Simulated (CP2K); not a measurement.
Band structure of WC (P-6m2, 2 atoms in the cell).

```xyz
2
Lattice="2.8443 0.0000 0.0000 -1.4221 2.4632 0.0000 0.0000 0.0000 2.7690" Properties=species:S:1:pos:R:3 pbc="T T T"
W      0.0000     0.0000     0.0000
C      1.4221     0.8211     1.3845
```

Method of the run: PBE, GPW, DZVP-MOLOPT-SR-GTH basis, GTH-PBE potentials (GTH_POTENTIALS) (CP2K 2026.2).

Settings: CUTOFF = 500 Ry; REL_CUTOFF = 60 Ry; SMEAR/METHOD = FERMI_DIRAC; ELECTRONIC_TEMPERATURE = 1160.45 K; KPOINTS/SCHEME = MONKHORST-PACK 9 9 8; GAMMA_CENTERED = T; XC_FUNCTIONAL = PBE; W/BASIS_SET = DZVP-MOLOPT-SR-GTH-q14; W/POTENTIAL = GTH-PBE-q14; C/BASIS_SET = DZVP-MOLOPT-SR-GTH-q4; C/POTENTIAL = GTH-PBE-q4; METHOD = GPW; EPS_DEFAULT = 1e-10; EXTRAPOLATION = USE_GUESS.

The starting cell comes from a database of computed structures (which also holds hypothetical and non-ambient phases and stackings), without a prior relaxation at this level. Its lattice was rescaled by a random factor within 2.5 % of one. Spin-orbit coupling is off. Spin polarisation is off. Values carry the incompleteness of an atom-centred basis.

Levels in eV from the Fermi level, bands 6 to 11:
| point | 6 | 7 | 8 | 9 | 10 | 11 |
|---|---|---|---|---|---|---|
| Γ | -4.74 | -3.66 | -3.66 | 0.01 | 3.57 | 3.57 |
| M | -7.38 | -3.94 | -3.93 | -0.60 | 2.58 | 4.96 |
| K | -6.96 | -4.88 | -3.78 | 0.66 | 0.94 | 2.14 |
| A | -9.11 | -2.27 | -2.27 | -0.66 | -0.66 | 3.95 |
| L | -6.92 | -4.72 | -4.38 | 0.39 | 4.87 | 5.87 |
| H | -7.85 | -5.72 | -1.59 | -0.70 | 4.80 | 7.15 |

Bands cross the Fermi level along this path, so the cell is metallic at this level.

Higher empty bands are left out: an atom-centred basis made for the valence describes them poorly.
